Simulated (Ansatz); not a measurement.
ZnS: isotropic strain +1.80 %

Start from ZnS in the wurtzite structure (space group P6_3mc, No. 186; a = 3.7383 Å, c = 6.1429 Å).

The change: the cell is scaled by 1.0180 in all directions, atoms relaxed at fixed cell.

Calculations: LDA (Ansatz, an electronic-structure program), no spin-orbit coupling. Γ-centred 10×10×6 mesh, Fermi–Dirac width 0.05 eV.

| quantity | base | changed | shift |
|---|---|---|---|
| volume per atom | 18.59 Å³ | 19.61 Å³ | +1.02 Å³ |
| space group | P6_3mc (No. 186) | P6_3mc (No. 186) | – |
| energy relative to the base (free energy F) | 0 meV/atom | +14 meV/atom | +14 meV/atom |
| pressure (mean of the normal stresses, compression positive) | 0.0 kbar | -40.9 kbar | -40.9 kbar |
| band gap | 2.19 eV | 1.95 eV | -0.24 eV |
| gap character | direct at Γ | direct at Γ | – |
| mean gap deformation potential ΔEg/Δln V | – | -4.6 eV | – |
| electron mass | 0.15 mₑ along c, 0.18 mₑ across (at Γ) | 0.15 mₑ along c, 0.17 mₑ across (at Γ) | – |
| valence-band top at Γ (three highest levels, from the VBM) | 0.00, 0.00, -0.10 eV | 0.00, 0.00, -0.09 eV | – |

Masses are band curvatures over ±0.01 Å⁻¹ around the edge. No phonon test of stability was made.
